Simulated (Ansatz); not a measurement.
Bulk modulus B0 of L1₀ (CuAu-type) FePt at several levels of theory

**Question.** Put these levels in order of the bulk modulus B0 that they give for L1₀ (CuAu-type) FePt, smallest first: LDA (Ansatz, a first-principles code), PBE (Ansatz), r²SCAN (Ansatz).

**Answer.** PBE (201 GPa), r²SCAN (218 GPa), LDA (253 GPa)

Unless a cell is named, each level is at its own relaxed cell (LDA 13.03, PBE 14.02, r²SCAN 13.91 Å³/atom).

Spin-polarised runs: r²SCAN (parallel moments), LDA (parallel moments), PBE (parallel moments). Density-functional levels without +SOC have no spin–orbit coupling. Each level is taken at its own relaxed cell. Cutoffs differ between the levels. Ansatz's density-functional and Hartree–Fock values are scalar-relativistic unless marked +SOC, with PAW data made under PBE.
